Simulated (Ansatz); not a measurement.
Point defect Si vacancy + N on the Si site + N on the Si site + O interstitial in silicon

Method: PBE, PAW (plane waves to 420 eV; Ansatz, an electronic-structure program). The supercell holds 216 host sites (3×3×3 repeats of a cell of 8 atoms), with a 2×2×2 shifted k-point sampling for the final energies. Site at the start: a built cluster, 3.9 Å across. Charged cells carry a point-charge image correction with potential alignment at far atoms. Dielectric constants: PBE linear response of the host. Host gap at this level: 0.61 eV. These values are not converged in cell size to better than tenths of an eV. Levels are measured in PBE's own, too narrow, gap. Spin–orbit coupling is left out. Each state is the lowest found from its start.

The name describes the start; the neighbours show where the atoms ended.

Charges with a result: +1, 0, −1. Others weren't obtained, and one of them could lie lower, also by skipping a charge.

| charge | moment (μB) | point group | largest move off a lattice site (Å) | neighbours of the last O atom of the defect at the end (Å) | image correction with alignment (eV) |
|---|---|---|---|---|---|
| +1† | quenched | – | 0.58 | Si 1.71, Si 1.71, Si 3.31, Si 3.31, Si 3.31, Si 3.31 | -0.03 |
| 0 | not spin-polarised | C2v | 0.57 | Si 1.71, Si 1.71, Si 3.31, Si 3.31, Si 3.31, Si 3.31 | 0.00 |
| −1† | quenched | – | 0.57 | Si 1.71, Si 1.71, Si 3.30, Si 3.30, Si 3.30, Si 3.30 | 0.16 |

† Not settled in this cell, so no level is given: charge +1: a level filled in part, carriers not clearly localised, level within 0.1 eV of a band edge or past it; charge −1: a level filled in part, carriers not clearly localised, level within 0.1 eV of a band edge or past it.

Point groups are those of the whole cell at tolerances of 0.03 and 0.1 Å ("near" where only the looser one holds); none is given for unsettled states.

Starting moments that weren't kept: charge +1 began with 1 μB and ended with 0.0; charge −1 began with 1 μB and ended with 0.0.

Flagged in the runs: a strain field that reaches the edge of the cell.
